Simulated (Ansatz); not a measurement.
CsCl-type DyRh, treated with LDA (Ansatz, a program for electronic structure, PAW).

Run with plane-wave cutoff 520 eV, 16×16×16 k mesh, Fermi–Dirac smearing 0.05 eV, spin-polarised with parallel moments, scalar-relativistic PAW data made under PBE.

Cell (relaxed at this level):

```xyz
2
Lattice="3.3147 0.0000 0.0000 0.0000 3.3147 0.0000 0.0000 0.0000 3.3147" Properties=species:S:1:pos:R:3 pbc="T T T"
Dy     0.0000     0.0000     0.0000
Rh     1.6574     1.6574     1.6574
```
Starting moments (μB, in the order of the record's atoms Dy Rh): 5.0 0.0.

Question: Give the computed bulk modulus.

Answer: 
- bulk modulus: 131 GPa

The run finds no gap.

Note: the magnetic order was assumed, not searched for or taken from measurement; the bulk modulus is −V dP/dV from two relaxed cells at ±2 % in volume; the 4f shell is treated without U or exact exchange, so its levels and filling can be wrong; the volume lies 8 % below that of the published cell.

Spin–orbit coupling is not included.
